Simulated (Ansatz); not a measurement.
Abridged Ansatz (a quantum-chemistry and plane-wave program) output:

```
Pseudopotential: Sn, paw, valence charge 14
Pseudopotential: O, paw, valence charge 6
Crystal: 6 atoms, lattice volume = 72.519 Å³
Basis set: ecut = 420 eV, 1427 PW (Γ), exchange–correlation on 64×64×48 points (8 copies of the dense FFT grid, shifted against one another)
Bands: 32, of which v1, the nominal top of the filled ones, is band 26 counted from 1 (25 counted from 0)
Symmetry: 16 space group operations
k-points: 40 of 216
Functional: x = pbe(κ = 0.804, μ = 0.2195149727645171), c = pbe(β = 0.06672455060314922), warm-up for x = pbe(κ = 0.804, μ = 0.2195149727645171) + 0.25 (exact …
SCF iter   1: F=—  HF=-14317.909183 eV  |F-HF|=—  |Δ(HF+E_count)|=         —  Δρ=1.28e-3  dr2=6.30e-4  ethr=1.77e-3  ⟨swp⟩=6.5  Hψ=5766  notcnv=0
SCF iter   2: F=—  HF=-14317.911817 eV  |F-HF|=—  |Δ(HF+E_count)|=   2.63e-3  Δρ=8.62e-4  dr2=2.51e-4  ethr=1.21e-6  ⟨swp⟩=6.7  Hψ=5391  notcnv=0  defer=65
SCF 1 stopped early in 3 iterations: F = -14317.912040 eV  dr2 = 2.86e-5
Crystal: 6 atoms, lattice volume = 72.519 Å³
Functional: x = pbe(κ = 0.804, μ = 0.2195149727645171) + 0.25 (exact − pbe) at short range (hse, ω = 0.20786987370883472 Å⁻¹), c = pbe(β = 0.06672455060314922); HSE06 as pw.x's `hse` composes it (authors' and Libxc's form: `xc: wpbeh`)
SCF iter   1: F=—  HF=-14325.532654 eV  |F-HF|=—  |Δ(HF+E_count)|=         —  Δρ=1.03e-2  dr2=5.03e-2  ethr=5.50e-7  ⟨swp⟩=10.6  Hψ=7257  notcnv=0
SCF iter   2: F=—  HF=-14325.519438 eV  |F-HF|=—  |Δ(HF+E_count)|=   1.32e-2  Δρ=5.58e-3  dr2=1.03e-2  ethr=5.50e-7  ⟨swp⟩=5.2  Hψ=5117  notcnv=0
SCF 2 stopped early in 6 iterations: F = -14325.540236 eV  dr2 = 7.06e-6
Crystal: 6 atoms, lattice volume = 72.519 Å³
SCF iter   1: F=—  HF=-14325.539538 eV  |F-HF|=—  |Δ(HF+E_count)|=         —  Δρ=2.69e-5  dr2=3.78e-7  ethr=1.27e-6  ⟨swp⟩=5.1  Hψ=2914  notcnv=0
SCF iter   2: F=—  HF=-14325.539543 eV  |F-HF|=—  |Δ(HF+E_count)|=   4.47e-6  Δρ=2.85e-5  dr2=2.64e-7  ethr=3.63e-10  ⟨swp⟩=5.2  Hψ=5323  notcnv=0  defer=7
SCF 3 converged in 3 iterations: F = -14325.539543 eV  dr2 = 4.60e-8
Free energy (F): -14325.539542 eV
Internal energy: -14325.539542 eV  (E = F + TS)
E sigma→0 (E₀):  -14325.539542 eV
Fermi energy:    9.404300 eV
```

### Question
What was computed, and what are the main results?

### Answer
SnO2, 6 atoms in the cell, with Ansatz, HSE06, PAW, cutoff 420 eV, no spin-orbit coupling. The last SCF converged to F = -14325.539542 eV, or -2387.5899 eV per atom. The total energy compares only with runs of the same code, potentials and settings.

Single points use the geometry relaxed with r2SCAN. Stability against distortions was not tested. The cell is SnO2 in the rutile structure (space group P4_2/mnm, No. 136).
